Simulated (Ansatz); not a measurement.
Consider RbGeF3 in the cubic perovskite structure (space group Pm-3m, No. 221; a = 4.4240 Å; a hypothetical phase, not in the database extracts checked).

The values are results of r2SCAN (Ansatz, a quantum-chemistry and plane-wave program), no SOC, not measurements.

Base values:

The band gap is 2.06 eV, the shortest interatomic distance is 4.180 bohr and the gap character is direct at R.

Perturbation: Na takes the place of Rb on all its sites; the structure is relaxed again.

Tabulated Pauling electronegativity and covalent radius: Rb 0.82, 2.20 Å; Na 0.93, 1.66 Å.

Predict the new band gap, shortest interatomic distance, electron mass and gap character.

The band gap falls by 0.38 eV to 1.68 eV; the shortest interatomic distance shrinks by 0.071 bohr to 4.109 bohr; the electron mass comes out as 0.90 mₑ (at Γ); the gap character goes from direct at R to indirect, R → Γ.

Effective masses come from finite differences of ±0.01 Å⁻¹. Stability against distortions was not tested. As relaxed here, NaGeF3 is a hypothetical phase, not in the database extracts checked. Many cubic perovskites are stable only at high temperature; tilts and polar distortions were not tested.
